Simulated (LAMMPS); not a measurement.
Consider Ir (fcc), 864 atoms, at 100 K and 0 GPa, heated as the crystal in molecular dynamics.

Level of theory: classical MD, pair style meam, file library.meam (library.meam-Ir), run in LAMMPS.

Starting crystal:

Ir has the cubic space group Fm-3m (No. 225), the fcc (Cu type) structure, Pearson symbol cF4. Lattice parameters: a = b = c = 3.840 Å, α = β = γ = 90.00°. Ir on 4a has 12 Ir at 2.715 Å (cuboctahedral). (Neighbours: up to the widest gap in distance over summed covalent radii, below 1.35, at either atom.)

**Question.** Predict the density, the enthalpy per atom, the volume per atom, the state found.

**Answer.** density: 22.5177 ± 0.0001 g/cm³; enthalpy per atom: -6.9041 ± 0.0001 eV; volume per atom: 14.1748 ± 0.0001 Å³; state found: crystal; no diffusion seen in 30 ps.

Caution: the potential MEAM library.meam-Ir is a first-neighbour MEAM set with a 4 Å cutoff, used here without a parameter file and away from the static properties it was fitted to.
